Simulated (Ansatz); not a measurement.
Subject: the energy of configuration A over configuration B. The value is E(A) − E(B).

Cell A: a cell of 64 sites of Ge (diamond, Fd-3m) with composition Ga11Ge53, many atoms off or exchanged on the sites; spin state with PBE: run without spin, k-point mesh 3×3×3.
```
CELL_PARAMETERS angstrom
     11.52260     0.00000     0.00000
      0.00000    11.52260     0.00000
      0.00000     0.00000    11.52260
ATOMIC_POSITIONS crystal
  Ge 0.00024 0.99821 0.24614
  Ga 0.12054 0.37986 0.12124
  Ge 0.00079 0.24805 0.00042
  Ga 0.11901 0.11903 0.37837
  Ge 0.24898 0.00221 0.00063
  Ga 0.36866 0.37157 0.37411
  Ga 0.24356 0.24368 0.24373
  Ga 0.38053 0.12173 0.12240
  Ge 0.00090 0.00129 0.74826
  Ga 0.11913 0.37122 0.62687
  Ge 0.99855 0.25142 0.49696
  Ge 0.12589 0.12645 0.87256
  Ge 0.25188 0.99899 0.49726
  Ge 0.37636 0.37726 0.87537
  Ge 0.25189 0.25401 0.74976
  Ga 0.36911 0.12303 0.62673
  Ge 0.99688 0.49744 0.25128
  Ge 0.12573 0.87325 0.12363
  Ge 0.99961 0.74867 0.00065
  Ga 0.12052 0.62547 0.37017
  Ge 0.25146 0.50127 0.00099
  Ge 0.37630 0.87280 0.37488
  Ge 0.25120 0.74803 0.24968
  Ge 0.37615 0.62547 0.12464
  Ge 0.00178 0.50323 0.74985
  Ge 0.12632 0.87595 0.62372
  Ge 0.00186 0.74793 0.50170
  Ge 0.12639 0.62620 0.87540
  Ga 0.24786 0.50462 0.50442
  Ge 0.37680 0.87891 0.87489
  Ge 0.25210 0.75171 0.75030
  Ge 0.37694 0.62568 0.62610
  Ge 0.50089 0.99881 0.25115
  Ge 0.62427 0.37406 0.12575
  Ge 0.50067 0.25111 0.99955
  Ge 0.62468 0.12360 0.37538
  Ge 0.74900 0.99888 0.99956
  Ge 0.87089 0.37413 0.37471
  Ge 0.74886 0.24724 0.24800
  Ge 0.87485 0.12275 0.12293
  Ge 0.50206 0.00386 0.74803
  Ge 0.62416 0.37650 0.62552
  Ga 0.50224 0.24878 0.50195
  Ge 0.62623 0.12593 0.87485
  Ge 0.75086 0.99966 0.49917
  Ge 0.87781 0.37596 0.87500
  Ge 0.75072 0.25171 0.74931
  Ge 0.87561 0.12610 0.62316
  Ga 0.50075 0.50082 0.24938
  Ge 0.62572 0.87416 0.12600
  Ge 0.50008 0.75101 0.00089
  Ge 0.62359 0.62339 0.37742
  Ge 0.74955 0.49875 0.00120
  Ge 0.87768 0.87388 0.37505
  Ge 0.74928 0.74783 0.25191
  Ge 0.87478 0.62353 0.12580
  Ge 0.50249 0.50246 0.75173
  Ge 0.62687 0.87664 0.62687
  Ge 0.50237 0.75100 0.50232
  Ge 0.62642 0.62672 0.87744
  Ge 0.75045 0.50177 0.50242
  Ge 0.87679 0.87596 0.87503
  Ge 0.75022 0.75108 0.75184
  Ge 0.87524 0.62724 0.62755
```

Cell B: a cell of 64 sites of Ge (diamond, Fd-3m) with composition Ga11Ge53, many atoms off or exchanged on the sites; spin state with PBE: run without spin, k-point mesh 3×3×3.
```
CELL_PARAMETERS angstrom
     11.52260     0.00000     0.00000
      0.00000    11.52260     0.00000
      0.00000     0.00000    11.52260
ATOMIC_POSITIONS crystal
  Ge 0.00006 0.00133 0.25002
  Ga 0.12538 0.37568 0.12364
  Ge 0.00003 0.24997 0.00003
  Ge 0.12537 0.12463 0.37689
  Ge 0.25077 0.99923 0.00396
  Ge 0.37551 0.37447 0.37291
  Ge 0.24867 0.24994 0.25002
  Ge 0.37543 0.12585 0.12674
  Ge 0.00080 0.00096 0.75019
  Ga 0.12520 0.37507 0.62422
  Ge 0.00051 0.24949 0.49975
  Ge 0.12578 0.12422 0.87807
  Ge 0.24993 0.00007 0.50406
  Ge 0.37599 0.37467 0.87269
  Ge 0.24904 0.24920 0.75019
  Ge 0.37685 0.12564 0.62714
  Ge 0.99993 0.49902 0.25053
  Ge 0.12415 0.87457 0.12674
  Ga 0.00007 0.75047 0.00019
  Ge 0.12415 0.62553 0.37408
  Ge 0.24960 0.49984 0.99625
  Ge 0.37503 0.87497 0.37745
  Ge 0.25106 0.74972 0.24973
  Ge 0.37532 0.62434 0.12209
  Ge 0.99944 0.49870 0.75026
  Ge 0.12436 0.87315 0.62714
  Ga 0.99925 0.74979 0.50022
  Ge 0.12394 0.62537 0.87289
  Ge 0.24896 0.49869 0.49638
  Ga 0.37467 0.87533 0.87614
  Ge 0.25124 0.74929 0.75014
  Ge 0.37339 0.62425 0.62189
  Ge 0.50028 0.99894 0.24973
  Ge 0.62442 0.37448 0.12688
  Ga 0.49953 0.24993 0.00019
  Ge 0.62447 0.12585 0.37408
  Ge 0.75016 0.00040 0.99625
  Ge 0.87459 0.37541 0.37817
  Ge 0.75098 0.25007 0.25053
  Ga 0.87432 0.12462 0.12364
  Ge 0.50071 0.99876 0.75014
  Ge 0.62477 0.37503 0.62715
  Ga 0.50021 0.25075 0.50022
  Ge 0.62463 0.12606 0.87289
  Ge 0.75131 0.00104 0.49638
  Ge 0.87415 0.37585 0.87807
  Ge 0.75130 0.25056 0.75026
  Ga 0.87493 0.12480 0.62422
  Ge 0.50003 0.50101 0.24973
  Ge 0.62566 0.87468 0.12209
  Ge 0.50018 0.74982 0.99939
  Ga 0.62571 0.62429 0.37597
  Ge 0.74909 0.50091 0.00392
  Ge 0.87553 0.87449 0.37291
  Ge 0.74899 0.74997 0.24973
  Ge 0.87552 0.62558 0.12688
  Ge 0.49929 0.50196 0.74884
  Ge 0.62575 0.87661 0.62189
  Ge 0.50055 0.74945 0.49976
  Ga 0.62547 0.62453 0.87567
  Ge 0.74926 0.50074 0.50311
  Ge 0.87533 0.87401 0.87269
  Ge 0.74804 0.75071 0.74884
  Ge 0.87497 0.62523 0.62715
```

All numbers come from Ansatz (an electronic-structure program), plane waves with PAW, its default PAW set, cutoff 420 eV, 500 eV for r2SCAN. The structures are at rest with PBE, within the held lattices; other levels are single points on them. Neutral cells; Fermi-Dirac smearing of at most 0.10 eV in the solids, energies taken to zero width. The lattices are those relaxed with PBE, so at other levels the solids can be strained, which adds to the spread. Larger cells are relaxed from a start prepared with the learned potential CHGNet, on a coarser mesh till forces fall under 0.03 eV/Å, which some starts already meet. A dispersion term (D3(BJ), or D4 for r2SCAN) was computed beside these levels and is taken off wherever the name lacks it. Nuclei at rest; no vibrational terms. No structure search was made; lower ones may exist. No correction for cell size. Cell B has symmetry Cm and got no random move, so less symmetric positions, which may lie lower, weren't tried.

Estimate the value that r2SCAN returns for this input.

0.39 eV for A less B, so B lies lower.

List the value at the remaining levels and say how far they part.


```csv
Functional,value (eV),less r2SCAN
PBE,0.38,-0.01
```

The levels span only 0.01 eV, too little to tell them apart.
